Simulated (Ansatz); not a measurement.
The reference is Sn in the diamond structure (space group Fd-3m, No. 227; a = 6.540 Å; relaxed with 0.1 eV smearing). Axes: x, y, z lie along the cube axes.

Computed with Ansatz (a quantum-chemistry and plane-wave program) PBEsol, without spin-orbit coupling.

The change: every lattice vector is shortened by 3.00 %, atoms relaxed at fixed cell.

Q: Predict the stress tensor and what it implies for the stiffness.

A: Stress of the strained cell less that of the base (GPa, compression positive):
```
    4.7     0.0     0.0
    0.0     4.7     0.0
    0.0     0.0     4.7
```

Then B = −ΔP/(ΔV/V₀) with ΔV/V₀ = -0.0873 gives secant stiffness values (nonlinear terms included at this strain): B ≈ 54 GPa.

As a check, the harmonic strain energy −½ V₀ Δσ:ε is 47 meV/atom; the computed energy rise is 41 meV/atom.

Stability against distortions was not tested.
